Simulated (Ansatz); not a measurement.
Hexagonal WC was calculated with PBE (PAW; Ansatz, a first-principles code).

Numerical settings: plane-wave cutoff 520 eV, 24×24×20 k mesh (along the axes of the cell as run), Fermi–Dirac smearing 0.05 eV, no spin polarisation, scalar-relativistic PAW data made under PBE.

Computed points:

```csv
V (Å³/atom),E − E_lowest (meV/atom),P (GPa)
10.104,21.59,17.04
10.314,5.21,8.07
10.525,0.00,0.00
10.735,4.86,-7.27
10.946,18.77,-13.80
```

### Question
Estimate the bulk modulus and its pressure derivative from these points.

### Answer
V0 = 10.525 Å³/atom, B0 = 383 GPa, B′ = 4.3 (fit to the energies at full precision).

Shape and atoms are relaxed at each volume.

Measured, for comparison: bulk modulus 384 ± 0.8 GPa (room temperature, no zero-point or thermal correction, adiabatic, ultrasonic, our sources range from 377 to 412; as tabulated in Compression behavior of WC and WC-6%Co up to 50 GPa (OSTI 1006718)). Computed (rounded) less measured: bulk modulus -0.3 % (inside the range of the sources held).

Note: the bulk modulus comes from volumes at which shape and atoms were relaxed.

Spin–orbit coupling is not included.

Computing time: roughly 9 core-minutes.
